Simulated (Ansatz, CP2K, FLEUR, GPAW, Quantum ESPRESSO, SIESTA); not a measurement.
**Code comparison for AlCr₂C (P6_3/mmc, 8 atoms in the cell)**

Self-consistent single point, at a second geometry (lattice scaled by 0.98). First geometry:

```xyz
8
Lattice="2.8251 0.0000 0.0000 -1.4125 2.4466 0.0000 0.0000 0.0000 12.6014" Properties=species:S:1:pos:R:3 pbc="T T T"
Al     1.4126     0.8155     3.1503
Al     0.0000     1.6311     9.4510
Cr     0.0000     1.6311     5.2288
Cr     1.4126     0.8155     7.3726
Cr     1.4126     0.8155    11.5295
Cr     0.0000     1.6311     1.0719
C      0.0000     0.0000     6.3007
C      0.0000     0.0000     0.0000
```

Shared settings, as Ansatz (a quantum-chemistry and plane-wave program) writes them: kpoints.mp_grid.grid = 9 9 2; scf.occupations.method = fermi_dirac; scf.occupations.width = 0.136 eV. Potentials and cutoffs stand in the table.

| code | model | ΔF from the first geometry (meV/atom) | pressure (GPa) | largest force (eV/Å) | cutoff |
|---|---|---|---|---|---|
| SIESTA | GGA PBE, numerical atomic orbitals DZP, PseudoDojo PBE standard norm-conserving potentials (rewritten from UPF to PSML) | 40.2 | 18.95 | 0.771 | grid 300 Ry |
| Ansatz | PBE, PAW files | 48.0 | 20.54 | 0.749 | 420 eV |
| FLEUR | PBE, all-electron FLAPW (FLEUR), scalar-relativistic valence | 50.1 | – | – | Kmax 4.8 1/bohr |
| CP2K | PBE, GPW, DZVP-MOLOPT-SR-GTH basis, GTH-PBE potentials (GTH_POTENTIALS) | 46.8 | 20.42 | 0.806 | grid 600 Ry |
| GPAW | PBE, GPAW PAW datasets PBE (gpaw-data 1.0.1) | 61.2 | – | 1.097 | 950 eV |
| Quantum ESPRESSO | PBE, PseudoDojo standard norm-conserving (PBE) pseudopotentials | 48.9 | 20.95 | 0.784 | 95 Ry |

A dash marks a value that a program does not give, or that is left out as unsure.

On Ansatz's run: spin polarisation is off.

The spread over the programs that give each value: ΔF from the first geometry within 21.0 meV/atom; pressure within 2.00 GPa; largest force within 0.348 eV/Å.

SIESTA and CP2K use small atom-centred bases, whose incompleteness enters pressures, forces and empty levels differently from a plane-wave cutoff. FLEUR treats all electrons, but the usual bases taken here (sphere radii, linearisation, local orbitals, empty states) were not tested for convergence, so the values are no reference for the others. Ansatz's pressure is given at a fixed set of plane waves, as the other plane-wave codes print theirs; with its correction for the finite basis it is 20.70 GPa. The pressure of GPAW is left out: its cutoff lies under the one at which its stress was checked. In the pressure, SIESTA (by 1.79) lies more than 1 GPa from the median of the plane-wave programs. In the force vectors, GPAW (by 0.313) lies more than 0.08 eV/Å from the median of the plane-wave programs.

The starting cell comes from a database of computed structures (which also holds hypothetical and non-ambient phases and stackings), without a prior relaxation at this level. For this run, on top of that: lattice scaled by 0.98.

Left out of this page: ABINIT (with a known weakness of the program).

Keys are those of Ansatz 0.2.
